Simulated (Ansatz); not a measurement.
# A computed series for Be: response to strain

Base system: Be in the hcp (Mg type) structure (space group P6_3/mmc, No. 194; relaxed with 0.1 eV smearing).

```yaml
crystal:
  lattice:
    - [2.25515, 0.00000, 0.00000]
    - [-1.12758, 1.95302, 0.00000]
    - [0.00000, 0.00000, 3.55800]
  atoms:
    - { symbol: Be, position: [0.66667, 0.33333, 0.75000] }
    - { symbol: Be, position: [0.33333, 0.66667, 0.25000] }
```

Cartesian axes are those of the cell as printed.

Strains are applied to the cell and any free atomic positions relax; under biaxial strain the out-of-plane vector relaxes too.

Calculations: DFT with PBEsol, PAW potentials and a 420 eV plane-wave cutoff in Ansatz (a first-principles code), no spin-orbit coupling.

Notes on the quantities. pressure: mean of the normal stresses, compression positive.

| case | pressure | shortest interatomic distance |
|---|---|---|
| base | 0.0 GPa | 2.205 Å |
| biaxial strain −3.00 %, plane normal [001], relaxed out of plane | 8.0 GPa | 2.183 Å |
| biaxial strain −2.00 %, plane normal [001], relaxed out of plane | 5.1 GPa | 2.190 Å |
| biaxial strain −1.00 %, plane normal [001], relaxed out of plane | 2.4 GPa | 2.197 Å |
| biaxial strain −0.50 %, plane normal [001], relaxed out of plane | 1.2 GPa | 2.201 Å |
| biaxial strain +0.50 %, plane normal [001], relaxed out of plane | -1.1 GPa | 2.208 Å |
| biaxial strain +1.50 %, plane normal [001], relaxed out of plane | -3.2 GPa | 2.215 Å |
| biaxial strain +2.00 %, plane normal [001], relaxed out of plane | -4.2 GPa | 2.218 Å |
| biaxial strain +2.50 %, plane normal [001], relaxed out of plane | -5.1 GPa | 2.221 Å |
| biaxial strain +3.00 %, plane normal [001], relaxed out of plane | (withheld) | (withheld) |

Fill in the withheld entries from the trend.


- biaxial strain +3.00 %, plane normal [001], relaxed out of plane, pressure: -6.0 GPa
- biaxial strain +3.00 %, plane normal [001], relaxed out of plane, shortest interatomic distance: 2.225 Å

No phonon test of stability was made.
